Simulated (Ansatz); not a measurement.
## O on the 1x1 (110) surface of rutile TiO2 (cut with top plane O), one in a 2x1 cell, started at the site 'over O at depth 1.2 Å'

Host crystal: rutile TiO2, with a band gap (PBE, scalar-relativistic without spin-orbit coupling).

Level of theory: r2SCAN, at the PBE geometry and the start's symmetry (plane waves to 500 eV, PAW; Ansatz, a first-principles code).

Slab: 49 atoms, 12.7 Å thick at the start under the adsorbate; k 4x3x1, smearing 0.01 eV, dipole-corrected; single point; on the structure that PBE left under its start's symmetry; spin-polarised, no spin-orbit, no U, no dispersion correction. The starting moment vanished. The program's check for a lower electronic state was not made. At the end it is bonded to O + 2 Ti. In PBE it is, or lies within 0.03 eV of, the lowest of the starts that converged; the order may differ at this level.

```yaml
energy of the end state, in which the adsorbate paired with a surface O atom, against ½ O2(g) at the same level: 1.03 eV
change_of_the_step_from_the_bottom_to_the_top_vacuum_level_against_the_clean_slab: 0.055 eV
height of the binding atom over the mean of the host atoms within 0.3 Å of the top one: -0.170 Å
magnetic_moment_of_the_cell: 0.00 μB
note: in the relaxation the adsorbate left its starting site by 0.5 Å
```

A negative adsorption energy means that the adsorbate is more stable on the surface than in its reference.
